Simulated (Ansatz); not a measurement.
# Hypothetical CdI2 type BeI2: 4 layers

The parent structure is BeI2 in the CdI2 type structure (space group P-3m1, No. 164; a = 3.7920 Å, c = 6.5845 Å; a hypothetical phase, not in the database extracts checked).

It is then changed as follows: a free-standing slab of 4 layers (12 atoms, 3 a layer) is cut normal to the stacking axis, with 15 Å of vacuum and the in-plane cell relaxed.

Computed with Ansatz (a quantum-chemistry and plane-wave program) PBE-D3(BJ), scalar-relativistic without spin-orbit coupling. Γ-centred 10×10×1 mesh, Fermi–Dirac width 0.05 eV, for the changed cell.

```json
[
 {"quantity": "layer's space group (with vacuum)", "base": "–", "changed": "P-3m1 (No. 164)", "shift": "–"},
 {"quantity": "shortest interatomic distance", "base": "2.658 Å", "changed": "2.659 Å", "shift": "+0.001 Å"},
 {"quantity": "band gap", "base": "2.39 eV", "changed": "2.40 eV", "shift": "+0.01 eV"},
 {"quantity": "gap character", "base": "–", "changed": "indirect, Γ–M (25 % along) → M", "shift": "–"},
 {"quantity": "smallest direct gap", "base": "2.99 eV", "changed": "2.89 eV", "shift": "-0.10 eV"},
 {"quantity": "excess energy per area of both faces (slab less bulk energy over the cell's area: twice a surface energy)", "base": "–", "changed": "0.27 J/m²", "shift": "–"},
 {"quantity": "thickness between the outermost nuclei", "base": "–", "changed": "22.80 Å", "shift": "–"}
]
```

Final structure:

```yaml
crystal:
  lattice:
    - [3.79409, 0.00000, 0.00000]
    - [1.89705, 3.28578, 0.00000]
    - [0.00000, 0.00000, 37.76878]
  atoms:
    - { symbol: I, position: [0.66667, 0.66667, 0.19821] }
    - { symbol: Be, position: [0.00000, 0.00000, 0.23820] }
    - { symbol: I, position: [0.33333, 0.33333, 0.27815] }
    - { symbol: I, position: [0.66667, 0.66667, 0.37291] }
    - { symbol: Be, position: [0.00000, 0.00000, 0.41282] }
    - { symbol: I, position: [0.33333, 0.33333, 0.45273] }
    - { symbol: I, position: [0.66667, 0.66667, 0.54727] }
    - { symbol: Be, position: [0.00000, 0.00000, 0.58718] }
    - { symbol: I, position: [0.33333, 0.33333, 0.62709] }
    - { symbol: I, position: [0.66667, 0.66667, 0.72185] }
    - { symbol: Be, position: [0.00000, 0.00000, 0.76180] }
    - { symbol: I, position: [0.33333, 0.33333, 0.80179] }
```

Slab and bulk use different k-meshes, which limits the precision of the excess energy. With I present, leaving out spin-orbit coupling can change the band edges. No phonon test of stability was made.
